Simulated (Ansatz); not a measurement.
The starting structures come from a database of crystals and need not be the phases stable at ambient conditions.

Evanescent states of K₂MgH₄ (I4/mmm, 7 atoms a cell, 15.0 Å³ an atom) along the normal of (110)

Calculation: r2SCAN (plane waves, PAW; Ansatz, a first-principles code).

The gap is the functional's own, uncorrected, and κ follows it; spin-orbit coupling is left out. Mid-gap means the computed energy nearest the middle.

Energies count from the valence-band top; κ is the least over a 6×6 mesh across the current.

```tsv
E (eV)	κ (1/Å)	where
0.10	0.134	Γ
0.30	0.223	Γ
0.50	0.277	Γ
0.70	0.316	Γ
0.90	0.346	Γ
1.10	(withheld)	Γ
1.30	(withheld)	off Γ
1.50	(withheld)	off Γ
1.70	(withheld)	off Γ
1.90	(withheld)	off Γ
2.10	(withheld)	off Γ
2.30	(withheld)	off Γ
2.50	(withheld)	off Γ
2.70	(withheld)	off Γ
2.90	(withheld)	off Γ
3.10	(withheld)	off Γ
3.30	0.276	off Γ
3.50	0.249	off Γ
3.70	0.214	off Γ
3.90	0.166	off Γ
4.10	0.040	Γ
```

Question: Complete the blanks.

Answer: 
- 1.10, κ (1/Å): 0.370
- 1.30, κ (1/Å): 0.376
- 1.50, κ (1/Å): 0.379
- 1.70, κ (1/Å): 0.381
- 1.90, κ (1/Å): 0.375
- 2.10, κ (1/Å): 0.368
- 2.30, κ (1/Å): 0.358
- 2.50, κ (1/Å): 0.347
- 2.70, κ (1/Å): 0.333
- 2.90, κ (1/Å): 0.318
- 3.10, κ (1/Å): 0.299
